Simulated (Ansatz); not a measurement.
Start from SiC in the wurtzite structure (space group P6_3mc, No. 186; a = 3.092 Å, c = 5.074 Å). Axes: x lies along a and z along c of the hexagonal cell.

Structures relaxed with DFT with PBE, PAW potentials and a 420 eV plane-wave cutoff in Ansatz (a program for electronic structure), no spin-orbit coupling, earlier PAW set.

Base:

Simulated powder pattern, Mo Kα, λ = 0.71073 Å (kinematic, ideal powder, no thermal factors, no anomalous dispersion; the 14 strongest lines at most, above 2 %, up to 2θ = 40°):

```tsv
2θ (°)	I/Imax (%)	hkl
15.25	72	(100)
16.10	50	(002)
17.26	100	(101)
22.25	29	(102)
26.58	52	(110)
28.78	54	(103)
30.78	8.1	(200)
31.23	41	(112)
31.87	18	(201)
32.54	3.0	(004)
34.93	7.2	(202)
36.12	3.2	(104)
39.57	19	(203)
```

Perturbation: tensile biaxial strain of 1.00 % in the plane normal to [001], as in epitaxy on a mismatched substrate; the out-of-plane cell vector and the atoms relax.

Question: Predict the new powder pattern.

Answer: 
Simulated powder pattern, Mo Kα, λ = 0.71073 Å (kinematic, ideal powder, no thermal factors, no anomalous dispersion; the 14 strongest lines at most, above 2 %, up to 2θ = 40°):

```csv
2θ (°),d (Å),I/Imax (%),hkl
15.10,2.704,74,(100)
16.13,2.532,50,(002)
17.13,2.386,100,(101)
22.17,1.849,29,(102)
26.31,1.561,53,(110)
28.73,1.432,53,(103)
30.47,1.352,8.3,(200)
31.02,1.329,42,(112)
31.57,1.306,19,(201)
32.60,1.266,2.9,(004)
34.67,1.193,7.3,(202)
36.11,1.147,3.2,(104)
39.35,1.055,19,(203)
```

The indices refer to the base's conventional cell; one index is shown for lines that coincide.

Whether these cells are dynamically stable was not tested.
